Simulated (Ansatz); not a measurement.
CdTe under load (space group F-43m), r2SCAN with spin-orbit coupling, rigid bands (Ansatz, a quantum-chemistry and plane-wave program). Condition of this run: hydrostatic pressure of 0.5 GPa (compression positive) (the target of the relaxation). Band gap 1.04 eV, N_c = 7.30e17 cm⁻³ and N_v = 1.83e19 cm⁻³ at 300 K, conductivity masses of 0.101 mₑ (electrons) and 0.529 mₑ (holes). Take k_BT = 0.02585 eV.

Task: Find the intrinsic carrier density and the intrinsic Fermi level.

Result: n_i = √(N_c N_v) exp(−E_g/2k_BT) = 3.65e18 × exp(−20.11) = 6.7e9 cm⁻³. The level lies (k_BT/2) ln(N_v/N_c) = 42 meV from mid-gap (positive towards the conduction band). Each 0.1 eV added to the gap lowers n_i by a factor of 6.9.

Task: What thermal injection velocity √(2k_BT/πm) limits a ballistic channel?

Result: 1.69e7 cm/s for electrons and 7.40e6 cm/s for holes, a ratio of √(m_h/m_e) = 2.29, for dilute carriers.

Task: What built-in voltage has an abrupt junction with N_A = 1e17 and N_D = 1e17 cm⁻³, all dopants ionised?

Result: V_bi = E_g/e − (k_BT/e) ln(N_c N_v/(N_A N_D)) = 1.04 − 0.02585 × 7.20 = 0.85 V, for the computed gap.

Rigid bands with the computed gap; masses take one relaxation time for all states. Geometry: cell and atoms relaxed with PBEsol.
